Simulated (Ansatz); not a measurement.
**N on the 1x1 (100) surface of beta Ga2O3 (cut with top plane Ga + 2 O), one in a 2x1 cell, started at the site 'hollow Ga-O-O over Ga at depth 3.2 Å'**

Host crystal: beta Ga2O3, with a band gap (PBE, scalar-relativistic without spin-orbit coupling).

Method: PBE (plane waves to 420 eV, PAW; Ansatz, a first-principles code).

Model: 41-atom slab, 10.2 Å thick at the start under the adsorbate (thin: gaps and levels are the slab's own), 3x4x1 mesh, Fermi-Dirac 0.01 eV, dipole correction, 20 atoms held, the rest relaxed; no symmetry held; spin-polarised, ending with about 1.0 μB a cell; orders that need a larger cell were not tried, no spin-orbit, no U, no dispersion correction. At the end it is bonded to 2 Ga + O. In PBE it is, or lies within 0.03 eV of, the lowest of the starts that converged.

```yaml
energy of the end state, in which the adsorbate paired with a surface O atom, against ½ N2(g): 3.16 eV
change of the step from the bottom to the top vacuum level, against the clean slab: 0.36 eV
energy released by relaxation: 3.47 eV
height of the binding atom over the mean of the host atoms within 0.3 Å of the top one: -0.684 Å
magnetic moment of the cell: 1.00 μB
largest move of a host atom: 1.20 Å
caution: the clean host was not checked against rearrangement in a larger or rattled cell
caution: the host itself rearranges in this cell, so the energy holds part of a reconstruction
note: in the relaxation the adsorbate left its starting site by 1.5 Å
```

A negative adsorption energy means that the adsorbate is more stable on the surface than in its reference.
